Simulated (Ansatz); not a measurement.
In2O3 (model structure, started from the Al2S3 type, C2/c, No. 15, 10 atoms in the cell), treated with PBEsol (PAW; Ansatz, a program for electronic structure).

Numerical settings: plane-wave cutoff 520 eV, 8×8×6 k mesh (along the axes of the cell as run), Fermi–Dirac smearing 0.01 eV, scalar-relativistic PAW data made under PBE.

Cell (relaxed at this level):

In₂O₃ is modelled in the monoclinic space group C2/c (No. 15), Pearson symbol mS20. Conventional cell: a = 10.105 Å, b = 6.542 Å, c = 5.890 Å, α = γ = 90.00°, β = 115.75°. In on 8f is coordinated by 5 O at 2.057–2.228 Å. O1 on 8f is surrounded by 3 In at 2.057–2.149 Å (trigonal pyramidal). O2 on 4e is coordinated by 4 In at 2.195–2.228 Å. (Neighbours: up to the widest gap in distance over summed covalent radii, below 1.35, at either atom; cation-cation and far metal-metal contacts left out.)
(The calculation used a cell of 10 atoms; values per cell refer to that cell.)

Q: What does this level give for the band gap?

A: 
- band gap: 1.24 eV (on the SCF k mesh)

Note: the relaxation could raise the start's symmetry but not lower it, so the cell can be a saddle point.

Spin–orbit coupling is not included.

The computed numbers hold no vibrational or temperature effects.

The result took roughly 40 core-minutes.

A model structure was made by putting elements into a prototype or built by hand; it is no filed structure, need not be a known phase, and can be a saddle point held by its symmetry.
